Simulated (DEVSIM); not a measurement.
Structure: Pd/AlN/SiO2/p-Si capacitor, at 300 K.

Layer 1 from the left is AlN, thickness (nm) 4.60. Layer 2 from the left is SiO2, thickness (nm) 0.590. Layer 3 from the left is Si, thickness (nm) 1400, Na (cm⁻³) 1.7e17.

Metal gate on the left, work function 5.2 eV. Fixed charge at the semiconductor interface 0 cm⁻² (in units of +e); interface traps 3.4e11 cm⁻² eV⁻¹, uniform in energy, neutral level at 0.7 of the gap above the valence band.

The device is made up for the run: typed textbook-type constants, with dimensions and the other settings drawn at random. Values at 300 K.

AlN: gap (eV) 6.1, affinity (eV) 1.9, permittivity 8.5. SiO2: gap (eV) 9, affinity (eV) 0.9, permittivity 3.9. Si: gap (eV) 1.124, affinity (eV) 4.05, permittivity 11.7, Nc (cm⁻³) 2.86e19, Nv (cm⁻³) 3.1e19.

Simulated with DEVSIM: 1D Poisson equation in equilibrium, Boltzmann statistics, complete ionisation; no quantum confinement or tunnelling. Metal contacts follow the ideal Schottky-Mott rule: no Fermi-level pinning, no interface dipoles.

Question: What does the simulation give for the minimum of the low-frequency capacitance, the threshold voltage (band bending 2φF), the flat-band voltage?

Answer: minimum of the low-frequency capacitance 0.171 μF/cm²; threshold voltage (band bending 2φF) 1.20 V; flat-band voltage 0.13 V.
